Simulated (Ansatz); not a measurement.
Functionals compared on the (332) surface of bcc Na in its 1x1 cell, outermost plane spacing 0.90 Å in the ideal cut, in Ansatz (plane waves, PAW). The structure was relaxed with PBE; the other rows are single points on it, each with its references at the same level. Cutoff 420 eV (500 eV for r2SCAN).

Set-up: 12 atoms, 9.8 Å thick at the start (thin: gaps and levels are the slab's own); mesh 7x6x1; 0.1 eV smearing; dipole correction on; all atoms relaxed; start symmetry kept, larger cells not searched; no spin, no spin-orbit, no U. These notes are the PBE run's.

```
functional  surface energy (J/m²)  work function of the top face (eV)          rough cost of the single point
----------  ---------------------  ----------------------------------  --------------------------------------
PBE                          0.25                                2.67                                       –
LDA                           [?]                                 [?]  about 40 core-seconds (a rough figure)
PBEsol                       0.27                                2.69  about 40 core-seconds (a rough figure)
RPBE                         0.22                                2.61          around 40 core-seconds (rough)
r2SCAN                       0.27                                2.67          around 80 core-seconds (rough)
```

Problem. What belongs in the gaps?

Solution. 
- LDA, surface energy (J/m²): 0.28
- LDA, work function of the top face (eV): 2.79

Ansatz is a quantum-chemistry and plane-wave program.
